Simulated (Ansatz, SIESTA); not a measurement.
An Ansatz (a first-principles code) input for a self-consistent single point of As (R-3m, 2 atoms in the cell) (DFT, PBE with spin-orbit coupling, plane waves, default PAW files):

Ansatz 0.2 input:
```yaml
crystal:
  lattice:
    - [3.680364, -1.880000, 0.000000]
    - [3.680364, 1.880000, 0.000000]
    - [2.720024, 0.000000, 3.111422]
  atoms:
    - { symbol: As, position: [0.227000, 0.227000, 0.227000] }
    - { symbol: As, position: [0.773000, 0.773000, 0.773000] }
kpoints:
  mp_grid:
    grid: [7, 7, 7]
hamiltonian:
  xc: pbe
  pseudopotentials:
    kind: paw
magnetization:
  noncollinear: true
  spin_orbit: true
scf:
  occupations:
    method: fermi_dirac
    width: 0.05
output:
  forces: true
  eigenvalues: true
  stress: true
```

Question: Write the same calculation as an input for SIESTA.

Answer: This is the input that was run; spellings and numerical settings could be chosen otherwise.

```
# files in the folder: As.psml (PseudoDojo PBE fully relativistic)
SystemName  As
SystemLabel as

NumberOfAtoms                2
NumberOfSpecies              1
%block ChemicalSpeciesLabel
  1 33 As
%endblock ChemicalSpeciesLabel
LatticeConstant              1.0 Ang
%block LatticeVectors
     3.680363810   -1.880000000    0.000000000
     3.680363810    1.880000000    0.000000000
     2.720023970    0.000000000    3.111422080
%endblock LatticeVectors
AtomicCoordinatesFormat      Ang
%block AtomicCoordinatesAndAtomicSpecies
     2.288330611    0.000000000    0.706292812  1
     7.792420979    0.000000000    2.405129268  1
%endblock AtomicCoordinatesAndAtomicSpecies

XC.functional                GGA
XC.authors                   PBE
PAO.BasisSize                TZP
PAO.EnergyShift              0.01 Ry
MeshCutoff                   300 Ry
%block kgrid.MonkhorstPack
    7   0   0  0.0
    0   7   0  0.0
    0   0   7  0.0
%endblock kgrid.MonkhorstPack
OccupationFunction           FD
ElectronicTemperature        580.23 K
Spin                         spin-orbit
%block DM.InitSpin
  1 0.00 0.00 0.00
  2 0.00 0.00 0.00
%endblock DM.InitSpin

MaxSCFIterations             150
SCF.Mixer.Method             Pulay
SCF.Mixer.Weight             0.25
SCF.Mixer.History            6
SCF.DM.Tolerance             1.0E-05
Diag.ParallelOverK           true
WriteForces                  true
Charge.Mulliken              end
```

Basis, cutoffs, solver keys and any potentials are the target program's own. This input uses DFT, GGA PBE with spin-orbit coupling, numerical atomic orbitals TZP, PseudoDojo PBE fully relativistic norm-conserving potentials (rewritten from UPF to PSML).

The starting cell has typed, rounded lattice constants, without a prior relaxation at this level.
